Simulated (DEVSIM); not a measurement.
System: illuminated Ge n-on-p cell, one wavelength, with a back-surface field, at 300 K.

```
layer (left to right)  material  thickness (μm)  Nd (cm⁻³)  Na (cm⁻³)  τn (s)  τp (s)  absorption coefficient (cm⁻¹)
---------------------  --------  --------------  ---------  ---------  ------  ------  -----------------------------
1                            Ge           0.410     4.1e18          -  1.6e-7  2.7e-7                            310
2                            Ge             280          -     8.5e16    3e-6    3e-6                            310
3                            Ge           0.250          -     2.3e18    3e-6    3e-6                            310
```

Left contact: ohmic, minority hole recombination velocity 100 cm/s. Right contact: ohmic, minority electron recombination velocity 8e5 cm/s. Voltage is applied to the left contact. Recombination: SRH at mid-gap, radiative. Light enters at the left, 1.4e18 photons cm⁻² s⁻¹, one pass, no reflection. Mobility is μmin + (μ − μmin)/(1 + (N/Nref)^α).

Constants are typed, rounded textbook-type inputs, not results; the design itself was drawn at random and stands for no fabricated device. Values at 300 K.

```tsv
parameter	Ge
gap (eV)	0.664
affinity (eV)	4
permittivity	16
Nc (cm⁻³)	1.04e19
Nv (cm⁻³)	6e18
μn (cm²/Vs)	3900
μp (cm²/Vs)	1900
μn,min	150
μp,min	100
Nref,n	2.6e17
Nref,p	4e17
αn	0.56
αp	0.6
B (cm³/s)	6.4e-14
```

DEVSIM, 1D drift-diffusion, Boltzmann statistics, complete ionisation; no tunnelling, impact ionisation, image-force lowering or self-heating.

Question: Tabulate band edges, carrier densities and field at -0.65 V on the left contact, in the dark.

Answer: Energies count from the Fermi level of the right contact; mesh points crowd at the junctions.

| x (μm) | Ec (eV) | Ev (eV) | n (cm⁻³) | p (cm⁻³) | field (V/cm) |
|---|---|---|---|---|---|
| 0.000 | 0.674 | 0.010 | 4.1e18 | 2.1e17 | -4500 |
| 0.04742 | 0.673 | 0.009 | 4.3e18 | 2.0e17 | ≈ 0 |
| 0.1771 | 0.673 | 0.009 | 4.3e18 | 2.0e17 | ≈ 0 |
| 0.3427 | 0.673 | 0.009 | 4.3e18 | 2.0e17 | ≈ 0 |
| 0.4120 | 0.701 | 0.037 | 1.4e18 | 6.2e17 | 35000 |
| 0.4677 | 0.713 | 0.049 | 8.9e17 | 9.8e17 | ≈ 0 |
| 0.6421 | 0.713 | 0.049 | 8.9e17 | 9.8e17 | ≈ 0 |
| 1.594 | 0.713 | 0.049 | 8.9e17 | 9.7e17 | ≈ 0 |
| 4.173 | 0.713 | 0.049 | 8.7e17 | 9.6e17 | ≈ 0 |
| 12.26 | 0.711 | 0.047 | 8.3e17 | 9.1e17 | ≈ 0 |
| 39.17 | 0.706 | 0.042 | 7.0e17 | 7.8e17 | ≈ 0 |
| 166.3 | 0.663 | -0.001 | 3.2e17 | 4.1e17 | ≈ 0 |
| 244.0 | 0.612 | -0.052 | 1.9e17 | 2.7e17 | ≈ 0 |
| 268.8 | 0.590 | -0.074 | 1.4e17 | 2.3e17 | -10 |
| 278.0 | 0.580 | -0.084 | 1.3e17 | 2.1e17 | -11 |
| 279.6 | 0.578 | -0.086 | 1.2e17 | 2.1e17 | -12 |
| 280.2 | 0.577 | -0.087 | 1.2e17 | 2.1e17 | -12 |
| 280.4 | 0.577 | -0.087 | 1.2e17 | 2.1e17 | 73 |
| 280.4 | 0.638 | -0.026 | 1.1e16 | 2.2e18 | 4100 |
| 280.5 | 0.639 | -0.025 | 9.7e15 | 2.3e18 | ≈ 0 |
| 280.6 | 0.639 | -0.025 | 7.5e15 | 2.3e18 | ≈ 0 |
| 280.7 | 0.639 | -0.025 | 6.2e15 | 2.3e18 | -220 |
